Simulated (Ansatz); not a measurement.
Consider a 32-atom cell of (Ru,Co) started in the hexagonal close-packed structure, site fractions Ru 0.500, Co 0.500, short-range order 0.00 among the nearest mixed sites of the first mixed sublattice (0 is random, a negative value favours unlike neighbours), space group P1 at the end. Its start:

```yaml
crystal:
  lattice:
    - [1.30892, -6.80148, -4.18031]
    - [-1.30978, 6.80847, -4.19192]
    - [6.55204, 2.26577, 4.18489]
  atoms:
    - { symbol: Co, position: [0.53558, 0.37373, 0.15466], spin: 1.7 }
    - { symbol: Co, position: [0.30089, 0.50287, 0.04519], spin: 1.7 }
    - { symbol: Ru, position: [0.77420, 0.99365, 0.03952] }
    - { symbol: Ru, position: [0.28122, 0.98779, 0.53997] }
    - { symbol: Ru, position: [0.54443, 0.61128, 0.40276] }
    - { symbol: Ru, position: [0.03734, 0.11637, 0.40900] }
    - { symbol: Ru, position: [0.28967, 0.75623, 0.29165] }
    - { symbol: Co, position: [0.78567, 0.25561, 0.29221], spin: 1.7 }
    - { symbol: Co, position: [0.03643, 0.87534, 0.16200], spin: 1.7 }
    - { symbol: Co, position: [0.54213, 0.13175, 0.92644], spin: 1.7 }
    - { symbol: Co, position: [0.30165, 0.25158, 0.79965], spin: 1.7 }
    - { symbol: Co, position: [0.54938, 0.87433, 0.67156], spin: 1.7 }
    - { symbol: Ru, position: [0.05269, 0.37857, 0.67231] }
    - { symbol: Co, position: [0.79731, 0.49932, 0.53592], spin: 1.7 }
    - { symbol: Ru, position: [0.04257, 0.63192, 0.92096] }
    - { symbol: Ru, position: [0.79718, 0.75116, 0.79454] }
    - { symbol: Ru, position: [0.45317, 0.13599, 0.31938] }
    - { symbol: Co, position: [0.20195, 0.24312, 0.19995], spin: 1.7 }
    - { symbol: Co, position: [0.70702, 0.74318, 0.19953], spin: 1.7 }
    - { symbol: Ru, position: [0.22217, 0.76315, 0.72032] }
    - { symbol: Ru, position: [0.46389, 0.38049, 0.59476] }
    - { symbol: Co, position: [0.95751, 0.87046, 0.58352], spin: 1.7 }
    - { symbol: Ru, position: [0.21136, 0.50941, 0.45921] }
    - { symbol: Ru, position: [0.70337, 0.99016, 0.44706] }
    - { symbol: Co, position: [0.94021, 0.62215, 0.32765], spin: 1.7 }
    - { symbol: Co, position: [0.45705, 0.87234, 0.08341], spin: 1.7 }
    - { symbol: Co, position: [0.21504, 0.00700, 0.96073], spin: 1.7 }
    - { symbol: Co, position: [0.46172, 0.62334, 0.84336], spin: 1.7 }
    - { symbol: Ru, position: [0.97578, 0.12904, 0.83878] }
    - { symbol: Ru, position: [0.69879, 0.24314, 0.70842] }
    - { symbol: Ru, position: [0.95297, 0.37154, 0.08870] }
    - { symbol: Co, position: [0.70961, 0.50400, 0.96688], spin: 1.7 }
```

All values below come from PBE (plane waves to 420 eV, PAW; Ansatz, a first-principles code). Spin–orbit coupling is left out. Its k-point mesh 5×5×5, Fermi–Dirac width 0.05 eV.

Question: Predict the alloy's volume and bond lengths.

Answer: 
| Property | Value |
|---|---|
| volume per atom | 12.34 Å³ |
| Co–Ru bonds (within 1.22 times the sum of covalent radii) | 2.605 Å on average, from 2.518 to 2.723 (96) |
| Co–Co bonds (within 1.22 times the sum of covalent radii) | 2.556 Å on average, from 2.475 to 2.659 (48) |
| Ru–Ru bonds (within 1.22 times the sum of covalent radii) | 2.612 Å on average, from 2.549 to 2.689 (48) |
